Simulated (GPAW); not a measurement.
Input and output of a self-consistent single point for Yb (Fm-3m, 1 atom in the cell) (GPAW).

Level of theory: PBE, GPAW PAW datasets PBE (gpaw-data 1.0.1) (plane waves; GPAW).

```
CELL_PARAMETERS angstrom
      0.00000     2.72463     2.72463
      2.72463     0.00000     2.72463
      2.72463     2.72463     0.00000
ATOMIC_POSITIONS crystal
  Yb 0.00000 0.00000 0.00000
```

Reference input (self-consistent single point, DFT PBE, plane waves, GPAW PAW datasets PBE (gpaw-data 1.0.1)): mode = pw; ecut = 800 eV; xc = PBE; kpts = 10 10 10; mesh shift (steps) = 0 0 0; occupations.name = fermi-dirac; occupations.width = 0.1 eV; nbands = -7; convergence.density = 1e-05 e/electron; symmetry.symmorphic = false; symmetry.tolerance = 0.0005; maxiter = 150. This run's input differs from it in these lines:

```diff
@@ -13,3 +13,3 @@
             xc='PBE',
-            kpts={'size': (10, 10, 10), 'gamma': True},
+            kpts=(5, 5, 5),
             occupations={'name': 'fermi-dirac', 'width': 0.1},
```

Log, with long lists cut:

```
     iter     time        total  log10-change:
                         energy   eigst   dens
iter:   1 --:--:--    -4.895769
iter:   2 --:--:--    -1.467182   -0.61  -0.92
iter:   3 --:--:--    -1.368525   -2.88  -1.78
iter:   4 --:--:--    -5.945710   -0.57  -1.81
iter:   5 --:--:--    -1.232428   -0.71  -0.87
iter:   6 --:--:--    -1.235957   -2.25  -2.32
iter:   7 --:--:--    -1.209984   -3.33  -2.30
iter:   8 --:--:--    -1.210878   -5.33  -2.64
iter:   9 --:--:--    -1.215451c  -4.48  -2.62
iter:  10 --:--:--    -1.210756c  -4.47  -2.55
iter:  11 --:--:--    -1.206510c  -4.52  -2.96
iter:  12 --:--:--    -1.207507c  -5.93  -3.34
iter:  13 --:--:--    -1.206555c  -5.40  -3.39
iter:  14 --:--:--    -1.207458c  -5.86  -3.46
iter:  15 --:--:--    -1.207390c  -7.40  -4.72
iter:  16 --:--:--    -1.207467c  -7.80c -4.81
iter:  17 --:--:--    -1.207395c  -8.01c -4.69
iter:  18 --:--:--    -1.207395c -10.21c -5.74c
Converged after 18 iterations.

Dipole moment: (-0.000000, 0.000000, 0.000000) |e|*Ang

Energy contributions relative to reference atoms: (reference = -382585.272641)

Kinetic:        -26.182127
Potential:      +24.657869
External:        +0.000000
XC:              +0.100818
Entropy (-ST):   -0.086463
Local:           +0.259276
SIC:             +0.000000
--------------------------
Free energy:     -1.250626
Extrapolated:    -1.207395

Showing only first 2 kpts
 Kpt  Band  Eigenvalues  Occupancy
  0    10      5.06716    1.97545
  0    11      5.06716    1.97545
  0    12      8.27544    0.00000
  0    13      8.27544    0.00000

  1    10      5.03827    1.98156
  1    11      5.04017    1.98121
  1    12      7.16925    0.00000
  1    13      8.62242    0.00000

Fermi level: 5.50596

Gap: 0.475 eV
Transition (v -> c):
   [... lines left out ...]
Direct/indirect transitions are different
Direct gap: 0.578 eV
Transition at: (s=0, k=5, n=11, [0.40, 0.40, -0.40])
Energy (eV): -1.207395

Forces in eV/Ang:
  0 Yb    0.00000    0.00000    0.00000

Stress tensor:
     0.010919     0.000000    -0.000000
     0.000000     0.010919    -0.000000
    -0.000000    -0.000000     0.010919
Stress (GPa, Voigt): [ 1.7495  1.7495  1.7495 -0.     -0.      0.    ]
```

The run converged in 18 iterations. GPAW prints stress with tension positive. Against the reference run the free energy goes down by 17.3 meV/atom and the pressure moves little (-1.73 to -1.75 GPa).

The starting cell comes from a database of computed structures (which also holds hypothetical and non-ambient phases and stackings), without a prior relaxation at this level. Spin-orbit coupling is off. Spin polarisation is off. The log's line on a gap gives a spacing of levels on this mesh, which the program prints for metals too.
